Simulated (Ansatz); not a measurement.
Input and output of a self-consistent single point for MgPd (P4mm, 2 atoms in the cell) (Ansatz, a quantum-chemistry and plane-wave program).

Computed with LDA (PW92), harder PAW files (source: ansatz) made with PBE (plane waves; Ansatz).

```
MgPd
1.0
    3.13960     0.00000     0.00000
    0.00000     3.13960     0.00000
    0.00000     0.00000     3.13960
Mg Pd
1 1
Cartesian
  0.00000   0.00000   0.05000
  1.56980   1.56980   1.56980
```

Reference input (self-consistent single point, DFT, LDA (PW92), plane waves, default PAW files made with PBE): basis.ecutwfc = 420 eV; kpoints.mp_grid.grid = 11 11 11; hamiltonian.xc = lda; hamiltonian.pseudopotentials = {kind: paw} (the program's default PAW files); scf.occupations.method = gaussian; scf.occupations.width = 0.1 eV. This run's input differs from it in these lines:

Ansatz 0.2 input:
```diff
@@ -9,3 +9,3 @@
 basis:
-  ecutwfc: 420.0
+  ecutwfc: 620.0
 kpoints:
@@ -17,2 +17,3 @@
     kind: paw
+    source: ansatz
 scf:
```

Output (repeated stretches shortened):

```
SCF iter   1: F=—  HF=-8754.681656 eV  |F-HF|=—  |Δ(HF+E_count)|=         —  Δρ=2.75e-1  dr2=3.14e1  ethr=3.10e-3  ⟨swp⟩=5.2  Hψ=10738  notcnv=0
all-band conjugate gradients solve this SCF's bands
preconditioner: auto → none
SCF iter   2: F=—  HF=-8751.684581 eV  |F-HF|=—  |Δ(HF+E_count)|=    3.00e0  Δρ=1.81e-1  dr2=1.47e1  ethr=3.10e-3  ⟨swp⟩=2.8  Hψ=4849  notcnv=0  defer=1
   [... lines left out ...]
SCF iter   5: F=—  HF=-8748.957634 eV  |F-HF|=—  |Δ(HF+E_count)|=   1.64e-3  Δρ=5.47e-4  dr2=3.96e-5  ethr=7.53e-6  ⟨swp⟩=2.0  Hψ=4012  notcnv=0  defer=7
SCF iter   6: F=—  HF=-8748.957630 eV  |F-HF|=—  |Δ(HF+E_count)|=   3.99e-6  Δρ=1.42e-4  dr2=5.84e-6  ethr=1.41e-7  ⟨swp⟩=2.3  Hψ=3284  notcnv=0  defer=7
SCF iter   7: F=—  HF=-8748.957628 eV  |F-HF|=—  |Δ(HF+E_count)|=   1.54e-6  Δρ=4.11e-5  dr2=3.00e-7  ethr=2.08e-8  ⟨swp⟩=2.0  Hψ=3036  notcnv=0  defer=7
SCF iter   8: F=-8748.957628 eV  HF=-8748.957628 eV  |F-HF|=3.63e-9  |Δ(HF+E_count)|=   2.00e-8  Δρ=6.89e-6  dr2=6.60e-9  ethr=3.57e-10  ⟨swp⟩=5.5  Hψ=9903  notcnv=0
SCF 1 converged in 8 iterations: F = -8748.957628 eV  dr2 = 6.60e-9
Free energy (F): -8748.957628 eV
Internal energy: -8748.952222 eV  (E = F + TS)
E sigma→0 (E₀):  -8748.954925 eV
Entropy (-TS):   -0.005406 eV (-2.703 meV/atom)
Fermi energy:    13.428425 eV
--- Forces (eV/Å), atoms counted from 1 ---
  atom   1  Mg     0.00000000     0.00000000    -0.20680168
  atom   2  Pd     0.00000000     0.00000000     0.20683509
--- Stress (GPa, compression-positive) ---
       -3.443570       0.000000       0.000000
        0.000000      -3.443570       0.000000
        0.000000       0.000000      -3.542124
  P = ⅓ Tr σ = -3.4764 GPa (-34.764 kbar)
  The stress holds the Pulay correction. Without it, at fixed plane waves, as pw.x and ABINIT print it: P = -3.4926 GPa
```

The run converged in 8 iterations. Against the reference run the pressure moves little (-3.49 to -3.48 GPa) and the largest force stays at 0.207 eV/Å.

The starting cell comes from a database of computed structures (which also holds hypothetical and non-ambient phases and stackings), without a prior relaxation at this level. Its lattice was rescaled by up to half a per cent. One atom was moved a little off its site on purpose. Spin polarisation is off. Ansatz's pressure includes its estimate of the finite-basis (Pulay) stress.
